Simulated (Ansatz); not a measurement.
Results of PBE0-D3(BJ) (plane waves, PAW; Ansatz, a first-principles code) for 1T (CdI2-type) MgI₂.

The cell is the one relaxed with PBE-D3(BJ): a = b = 4.124 Å, c = 6.830 Å, α = β = 90.00°, γ = 120.00°.

Task: Predict the interlayer binding energy.

Result: 
interlayer binding energy: 16.4 meV/Å²

Spin–orbit coupling is not included.

Computed values are for the static lattice.

Computing time: very roughly 9 core-minutes.
